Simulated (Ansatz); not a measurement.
The reference is K in the bcc (W type) structure (space group Im-3m, No. 229; a = 5.3468 Å).

Computed with Ansatz (a program for electronic structure), r2SCAN, PAW, cutoff 500 eV, no SOC.

For the base:

```
Item                Value
---------------  --------
Volume per atom  76.43 Å³
Band gap             zero
```

Now apply this change: full substitution K → Ca, then cell and atoms are relaxed.

Tabulated Pauling electronegativity and covalent radius: K 0.82, 2.03 Å; Ca 1.00, 1.76 Å.

Q: What happens to the volume per atom?

A: The volume per atom drops by 33.115 Å³ to 43.31 Å³.

Q: How does this affect the band gap?

A: The band gap stays zero.

Whether these cells are dynamically stable was not tested. This is not the structure that Ca has at room temperature and ambient pressure.
